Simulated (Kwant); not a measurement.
Model system: quantum point contact (saddle potential) in a Si two-dimensional gas. Effective mass 0.19 mₑ, grid spacing 5 nm, hard walls, nominal width 100 nm (19 grid rows, so walls 100 nm apart), one parabolic valley, scattering region 300 nm long along x; energies count from the band bottom; Fermi energy 0.00144 eV. Potential (V0 + ½k y²) cos²(πx/L) for |x| < L/2, with V0 swept from 0.001512 to 0 eV, k = 5.9e-06 eV/nm², L = 220 nm.

Constants are typed, rounded textbook-type inputs, not results; the design itself was drawn at random and stands for no fabricated device.

Model: effective-mass tight-binding model on a square grid, one spin, coherent transport at 0 K (Kwant). Conductance is in e²/h.

Compare with the saddle-point formula G = Σ 1/(1 + exp(−2π(E − V0 − ħωy(n + ½))/ħωx)), taking ħωy = ħ√(k/m) and ħωx from the curvature along x of V0 plus half of the mode's confinement energy.

ħωy = 1.54 meV; at V0 = 1.23 meV the lowest mode has ħωx = 0.513 meV.

| V0 (meV) | formula | simulation |
|---|---|---|
| 1.42 | 0.00017 | 0.00012 |
| 1.23 | 0.0011 | 0.00097 |
| 1.03 | 0.0091 | 0.0091 |
| 0.833 | 0.093 | 0.099 |
| 0.635 | 0.63 | 0.65 |
| 0.438 | 0.98 | 0.98 |

The formula takes a parabolic saddle in the continuum; the run has the full potential on a grid.
